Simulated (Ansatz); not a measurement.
## SnSe2, response to strain

Start from SnSe$_{2}$ in the CdI2 type structure (space group P-3m1, No. 164; layered, stacked along the Cartesian z axis).

```yaml
crystal:
  lattice:
    - [3.84018, 0.00000, 0.00000]
    - [-1.92009, 3.32569, 0.00000]
    - [0.00000, 0.00000, 6.00656]
  atoms:
    - { symbol: Sn, position: [0.00000, 0.00000, 0.00000] }
    - { symbol: Se, position: [0.33333, 0.66667, 0.26530] }
    - { symbol: Se, position: [0.66667, 0.33333, 0.73470] }
```

Cartesian axes are those of the cell as printed.

Strains are applied to the cell and any free atomic positions relax; under biaxial strain the out-of-plane vector relaxes too.

The values are results of PBE-D3(BJ)/PAW in Ansatz (an electronic-structure program), no spin-orbit coupling, not measurements.

| biaxial strain, plane normal [001], relaxed out of plane (%) | out-of-plane strain (%) |
|---|---|
| -3 | 2.99 |
| -2.5 | 2.55 |
| -2 | 2.09 |
| -1.5 | 1.61 |
| -1 | ? |
| -0.5 | 0.57 |
| 0 | 0.00 |

Task: Fit ε⊥ = −νε + γε² (strains in %) to the rows shown and predict the withheld row.

Result: Least squares on the printed values gives ν = 1.15 (the biaxial Poisson response) and γ = -0.051 (largest residual 0.01 %); this predicts 1.10 %, and the run gives 1.10 %, in agreement.

No phonon test of stability was made.
